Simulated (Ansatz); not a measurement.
Reference: Be2Ag (Fd-3m), PBEsol, DFPT electron-phonon coupling, linearised Boltzmann equation (plane waves, PAW, scalar-relativistic; Ansatz, an electronic-structure program); geometry: relaxed with this functional, without spin-orbit coupling.

AgBe₂ is taken in the cubic space group Fd-3m, origin choice 1 (No. 227), the cubic Laves (MgCu2 type) structure, Pearson symbol cF24. Cell: a = b = c = 6.342 Å, α = β = γ = 90.00°. Be on 16c is coordinated by 6 Be at 2.242 Å and 6 Ag at 2.629 Å. Ag on 8b sees 12 Be at 2.629 Å and 4 Ag at 2.746 Å. (Neighbours: up to the widest gap in distance over summed covalent radii, below 1.35, at either atom.)
(The calculation used a cell of 6 atoms; values per cell refer to that cell.)

- resistivity at 300 K: 6.1 μΩ·cm
- mean free path at 300 K: 26 nm
- electron-phonon coupling λ: 0.197
- logarithmic mean phonon energy: 32 meV

**Question.** Replace Ag by Ta on the same sites and relax. What happens?

**Answer.** Be2Ta (Fd-3m): volume per atom 10.6 to 11.3 Å³; resistivity at 300 K rises (6.1 μΩ·cm to 39 μΩ·cm); mean free path at 300 K falls (26 nm to 4.7 nm); electron-phonon coupling λ rises (0.197 to 0.33); logarithmic mean phonon energy falls (32 meV to 23 meV).

Moves up to 11 % count as about the same. Metals; harmonic phonons alone scatter; means over directions. The mean free path is weighted by the current that each state carries. Halving the electron mesh moves these values by up to 7 %; q meshes are mostly untested. Spin-orbit coupling is left out.

Formula and space group known from diffraction (Crystallography Open Database), not checked to be the room-temperature form: Be2Ag (Fd-3m). Computed structure with no diffraction record at hand here (it may be known, metastable or hypothetical): Be2Ta (Fd-3m). The missing spin-orbit coupling matters most for Be2Ta (Fd-3m).
